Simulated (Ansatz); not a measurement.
Ag on the 1x1 (111) surface of fcc Pt, one in a 2x2 cell, energies for each (27.3 Å²). Energies are against an atom of fcc Ag, without zero-point or thermal terms; each row is named by its start.

Computed with PBE (plane waves to 420 eV, PAW; Ansatz, a program for electronic structure).

Model: 17-atom slab, 6.9 Å thick at the start under the adsorbate (thin: gaps and levels are the slab's own), 6x6x1 mesh, Fermi-Dirac 0.1 eV, dipole correction, 8 atoms held, the rest relaxed; each run with such symmetry as its start has; no spin, no spin-orbit, no U, no dispersion correction.

A negative adsorption energy means that the adsorbate is more stable on the surface than in its reference. Starts that drift may end in the same place. Heights count from the host atoms within 0.3 Å of the top one.

```csv
starting site,E_ads (eV),height (Å),nearest host atom (Å),bonded to,Δ work function (eV),lateral drift (Å)
top Pt,0.73,2.49,Pt 2.57,Pt,-2.04,0.0
hollow Pt-Pt-Pt over Pt at depth 2.3 Å,0.19,2.20,Pt 2.74,3 Pt,-1.86,0.0
hollow Pt-Pt-Pt over Pt at depth 4.6 Å,0.16,2.18,Pt 2.73,3 Pt,-1.88,0.0
bridge Pt-Pt (span 2.8 Å),0.16,2.18,Pt 2.73,3 Pt,-1.88,0.8
```
